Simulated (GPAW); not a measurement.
# Input and output of a self-consistent single point for Ba3ZnN2O (P4/mmm, 7 atoms in the cell) (GPAW)

Computed with PBEsol, GPAW PAW datasets PBEsol (made by gpaw-setup) (plane waves; GPAW 25.7.0).

This input was run:

```python
from ase import Atoms
from ase.units import GPa
from gpaw import GPAW

atoms = Atoms(['Ba', 'Ba', 'Ba', 'Zn', 'N', 'N', 'O'],
              cell=[[4.090843, 0.000000, 0.000000],
                    [0.000000, 4.090843, 0.000000],
                    [0.000000, 0.000000, 9.160872]],
              scaled_positions=[[0.000000, 0.000000, 0.217880],
                                [0.000000, 0.000000, 0.782120],
                                [0.500000, 0.500000, 0.500000],
                                [0.500000, 0.500000, 0.000000],
                                [0.500000, 0.500000, 0.800540],
                                [0.500000, 0.500000, 0.199460],
                                [0.000000, 0.000000, 0.500000]],
              pbc=True)

calc = GPAW(mode={'name': 'pw', 'ecut': 950},
            xc='PBEsol',
            kpts={'size': (6, 6, 3), 'gamma': True},
            occupations={'name': 'fermi-dirac', 'width': 0.02},
            nbands=-8,
            convergence={'density': 1e-05, 'bands': -6},
            symmetry={'symmorphic': False, 'tolerance': 0.0005},
            maxiter=120)

atoms.calc = calc

energy = atoms.get_potential_energy()
print('Energy (eV):', round(energy, 6))
forces = atoms.get_forces()
print('Forces (eV/Ang):')
print(forces.round(5))
stress = atoms.get_stress()
print('Stress (GPa, Voigt):', (stress / GPa).round(4))
```

Output, abridged:

```
Input parameters:
  convergence: {bands: -6,
                density: 1e-05}
  kpts: {gamma: True,
         size: (6, 6, 3)}
  maxiter: 120
  mode: {ecut: 950,
         name: pw}
  nbands: -8
  occupations: {name: fermi-dirac,
                width: 0.02}
  symmetry: {symmorphic: False,
             tolerance: 0.0005}
  xc: PBEsol

species:
  Ba:
    name: Barium
    Z: 56.0
    valence: 10
    core: 46
    charge: 0.0
    file: Ba.PBEsol.gz

    # Using partial waves for Ba as LCAO basis

  Zn:
    name: Zinc
    Z: 30.0
    valence: 12
    core: 18
    charge: 0.0
    file: Zn.PBEsol.gz

    # Using partial waves for Zn as LCAO basis

  N:
    name: Nitrogen
    Z: 7.0
    valence: 5
    core: 2
    charge: 0.0
    file: N.PBEsol.gz

    # Using partial waves for N as LCAO basis

  O:
    name: Oxygen
    Z: 8.0
    valence: 6
    core: 2
    charge: 0.0
    file: O.PBEsol.gz

    # Using partial waves for O as LCAO basis

Reference energy: -717380.836807  # eV

Spin-paired calculation

Convergence criteria:
 Maximum [total energy] change in last 3 cyles: 0.0005 eV / valence electron
 Maximum integral of absolute [dens]ity change: 1e-05 electrons / valence electron
 Maximum integral of absolute [eigenst]ate change: 4e-08 eV^2 / valence electron
 Maximum number of scf [iter]ations: 120

Symmetries present (total): 16
Symmetries with fractional translations: 0
108 k-points: 6 x 6 x 3 Monkhorst-Pack grid + [1/12,1/12,0.000000]
20 k-points in the irreducible part of the Brillouin zone
       k-points in crystal coordinates                weights
   0:     0.00000000    0.00000000    0.00000000          1/108
   1:     0.00000000    0.00000000    0.33333333          2/108
   2:     0.16666667    0.00000000    0.00000000          4/108
   [... 7 lines left out ...]
          ...
  19:     0.50000000    0.50000000    0.33333333          2/108

Wave functions: Plane wave expansion
  Cutoff energy: 950.000 eV
  Number of coefficients (min, max): 10152, 10240
  Pulay-stress correction: 0.000000 eV/Ang^3 (de/decut=0.000000)

Occupation numbers: Fermi-Dirac:
  width: 0.0200  # eV

Eigensolver

Densities:
  Coarse grid: 30*30*70 grid
  Fine grid: 60*60*140 grid
  Total Charge: 0.000000

Density mixing:
  Method: separate
  Backend: pulay
  Linear mixing parameter: 0.05
  old densities: 5
  Damping of long wavelength oscillations: 50

Hamiltonian:
  XC and Coulomb potentials evaluated on a 60*60*140 grid
  External potential:
    NoExternalPotential

XC parameters: PBEsol with 2 nearest neighbor stencil

Number of atoms: 7
Number of atomic orbitals: 36
Number of bands in calculation: 37
Number of valence electrons: 58
Bands to converge: 31

Density initialized from atomic densities
  36 bands from LCAO basis set
  1 band from random numbers

Atomic positions and initial magnetic moments

Positions:
   0 Ba     0.000000    0.000000    1.995971    ( 0.0000,  0.0000,  0.0000)
   1 Ba     0.000000    0.000000    7.164901    ( 0.0000,  0.0000,  0.0000)
   2 Ba     2.045421    2.045421    4.580436    ( 0.0000,  0.0000,  0.0000)
   3 Zn     2.045421    2.045421    0.000000    ( 0.0000,  0.0000,  0.0000)
   4 N      2.045421    2.045421    7.333644    ( 0.0000,  0.0000,  0.0000)
   5 N      2.045421    2.045421    1.827228    ( 0.0000,  0.0000,  0.0000)
   6 O      0.000000    0.000000    4.580436    ( 0.0000,  0.0000,  0.0000)

Unit cell:
           periodic     x           y           z      points  spacing
  1. axis:    yes    4.090843    0.000000    0.000000    30     0.1364
  2. axis:    yes    0.000000    4.090843    0.000000    30     0.1364
  3. axis:    yes    0.000000    0.000000    9.160872    70     0.1309

  Lengths:   4.090843   4.090843   9.160872
  Angles:   90.000000  90.000000  90.000000

Effective grid spacing dv^(1/3) = 0.1345

     iter     time        total  log10-change:
                         energy   eigst   dens
iter:   1 --:--:--   -44.938049   +0.66
iter:   2 --:--:--   -42.769769   -0.26  -0.87
iter:   3 --:--:--   -38.722819   -0.55  -0.95
iter:   4 --:--:--   -38.645986   -0.65  -1.21
iter:   5 --:--:--   -38.328393   -1.09  -1.36
iter:   6 --:--:--   -38.269770   -1.64  -1.56
iter:   7 --:--:--   -38.285392   -1.65  -1.85
iter:   8 --:--:--   -38.222829   -2.05  -1.92
iter:   9 --:--:--   -38.227281   -2.86  -2.33
iter:  10 --:--:--   -38.221706c  -3.48  -2.27
iter:  11 --:--:--   -38.221032c  -3.61  -2.53
iter:  12 --:--:--   -38.220859c  -4.36  -2.79
iter:  13 --:--:--   -38.220908c  -4.38  -2.84
iter:  14 --:--:--   -38.220958c  -5.13  -3.01
iter:  15 --:--:--   -38.220813c  -4.74  -3.02
   [... 3 lines left out ...]
iter:  19 --:--:--   -38.220618c  -4.93  -3.56
iter:  20 --:--:--   -38.220562c  -5.23  -3.47
iter:  21 --:--:--   -38.220560c  -6.61  -3.77
iter:  22 --:--:--   -38.220561c  -5.93  -3.88
iter:  23 --:--:--   -38.220554c  -6.24  -3.94
iter:  24 --:--:--   -38.220554c  -7.46c -4.74
iter:  25 --:--:--   -38.220554c  -7.84c -4.75
iter:  26 --:--:--   -38.220554c  -7.77c -4.73
iter:  27 --:--:--   -38.220554c  -8.30c -4.89
iter:  28 --:--:--   -38.220554c  -9.09c -4.97
iter:  29 --:--:--   -38.220554c  -8.44c -5.03c

Converged after 29 iterations.

Dipole moment: (-0.000000, -0.000000, 0.000000) |e|*Ang

Energy contributions relative to reference atoms: (reference = -717380.836807)

Kinetic:        +28.854674
Potential:      -21.306044
External:        +0.000000
XC:             -46.036516
Entropy (-ST):   -0.000000
Local:           +0.267331
SIC:             +0.000000
--------------------------
Free energy:    -38.220554
Extrapolated:   -38.220554

Showing only first 2 kpts
 Kpt  Band  Eigenvalues  Occupancy
  0    27      7.32256    2.00000
  0    28      7.32256    2.00000
  0    29      7.99739    0.00000
  0    30      8.47969    0.00000

  1    27      7.40971    2.00000
  1    28      7.40971    2.00000
  1    29      8.05359    0.00000
  1    30      9.08403    0.00000

Fermi level: 7.67761

Gap: 0.535 eV
Transition (v -> c):
  (s=0, k=1, n=28, [0.00, 0.00, 0.33]) -> (s=0, k=19, n=29, [0.50, 0.50, 0.33])
Direct/indirect transitions are different
Direct gap: 0.598 eV
Transition at: (s=0, k=19, n=28, [0.50, 0.50, 0.33])
Energy (eV): -38.220554

Forces in eV/Ang:
  0 Ba    0.00000    0.00000   -0.00548
  1 Ba   -0.00000    0.00000    0.00548
  2 Ba   -0.00000    0.00000    0.00000
  3 Zn    0.00000    0.00000    0.00000
  4 N     0.00000    0.00000    0.00913
  5 N     0.00000    0.00000   -0.00913
  6 O    -0.00000   -0.00000    0.00000

Stress tensor:
     0.004104     0.000000     0.000000
     0.000000     0.004104     0.000000
     0.000000     0.000000     0.004961
Stress (GPa, Voigt): [0.6576 0.6576 0.7949 0.     0.     0.    ]
```

The run converged in 29 iterations. GPAW prints stress with tension positive.

At such cutoffs GPAW's stress carries a finite-basis (Pulay) error, which enters relaxed cells too; its log prints stress with tension positive.

The starting cell comes from a database of computed structures (which also holds hypothetical and non-ambient phases and stackings), without a prior relaxation at this level. Its lattice was rescaled by a random factor within 2.5 % of one. Another mesh or the band path of this cell gives a smaller gap, so this value is not converged in the mesh.

Cost on one core of a shared machine: roughly 3 min.
